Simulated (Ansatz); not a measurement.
Density of states of CsCl (Pm-3m) below the valence band maximum, PBEsol, rigid bands in Ansatz (an electronic-structure program); cell volume 67.4 Å³.

(energy from edge (eV), 10⁻³ states/eV/cell): (0.006, 456); (0.031, 1070); (0.056, 1550); (0.081, 2080); (0.106, 3530); (0.131, 5330); (0.156, 9860); (0.181, 21300); (0.206, 11000); (0.231, 8310); (0.256, 7060); (0.281, 6270); (0.319, 5940); (0.344, 5880); (0.369, 5880); (0.394, 5940); (0.419, 6140); (0.444, 6100); (0.469, 5170); (0.494, 4570); (0.519, 4370); (0.544, 4320); (0.569, 4480); (0.594, 4540)

Question: What effective density of states at 300 K does this give (∫ g(E) exp(−E/k_BT) dE, both spins, divided by the cell's size)?

Answer: 3.7e20 cm⁻³, a density-of-states mass of 6.1 mₑ, valleys and band degeneracy included.

Spin-orbit coupling is left out; where it splits the top of the valence band, N_v and the p-type Seebeck coefficient come out somewhat high without it. Geometry: cell and atoms relaxed with PBEsol.
